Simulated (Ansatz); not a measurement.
Ba, response to strain

Base system: Ba in the bcc (W type) structure (space group Im-3m, No. 229; relaxed with 0.1 eV smearing).

```yaml
crystal:
  lattice:
    - [-2.44161, 2.44161, 2.44161]
    - [2.44161, -2.44161, 2.44161]
    - [2.44161, 2.44161, -2.44161]
  atoms:
    - { symbol: Ba, position: [0.00000, 0.00000, 0.00000] }
```

Cartesian axes are those of the cell as printed.

Strains are applied to the cell and any free atomic positions relax.

All numbers come from plane-wave PAW DFT at the PBEsol level (Ansatz, an electronic-structure program, 420 eV), without spin-orbit coupling.

Candidates:
(a) tensor shear ε_xy = +0.97 %
(b) strain tensor (xx, yy, zz, yz, xz, xy) = (+1.24, +0.83, −0.69, −1.69, −0.49, +0.95) %
(c) isotropic strain −5.22 %

Notes on the quantities. energy relative to the base: free energy F.

Question: Order them by energy relative to the base, highest first.

Answer: (c) isotropic strain −5.22 % (+44 meV/atom), (b) strain tensor (xx, yy, zz, yz, xz, xy) = (+1.24, +0.83, −0.69, −1.69, −0.49, +0.95) % (+3.6 meV/atom), (a) tensor shear ε_xy = +0.97 % (+0.8 meV/atom)

No phonon test of stability was made. The base started in Cmcm and relaxed to Im-3m at this level.
